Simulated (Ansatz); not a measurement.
**Pressure series in hypothetical diamond Rh**

The reference is Rh in the diamond structure (space group Fd-3m, No. 227; a = 5.513 Å; a hypothetical phase, not in the database extracts checked).

Cell and atoms are relaxed at each pressure.

Method: Ansatz (a quantum-chemistry and plane-wave program), PBE, PAW, cutoff 420 eV, no SOC.

Notes on the quantities. enthalpy: H = E + PV relative to the base's energy.

```
case                 density       enthalpy
----------------  ----------  -------------
base              8.16 g/cm³              –
pressure −2 GPa   8.03 g/cm³  -0.26 eV/atom
pressure −1 GPa   8.09 g/cm³  -0.13 eV/atom
pressure 0.3 GPa  8.18 g/cm³  +0.04 eV/atom
pressure 0.7 GPa  8.20 g/cm³  +0.09 eV/atom
pressure 1.5 GPa  8.25 g/cm³  +0.19 eV/atom
pressure 3 GPa    8.34 g/cm³  +0.39 eV/atom
pressure 5 GPa    8.45 g/cm³  +0.64 eV/atom
pressure 7.5 GPa  8.59 g/cm³  +0.95 eV/atom
pressure 10 GPa   8.71 g/cm³  +1.26 eV/atom
```

Load acts through the strain it causes; cell and atoms are relaxed under it. No phonon test of stability was made. No other phases were tried under pressure. All final runs are without spin polarisation. Rh has a high density of states at the Fermi level and may be magnetic at this level.
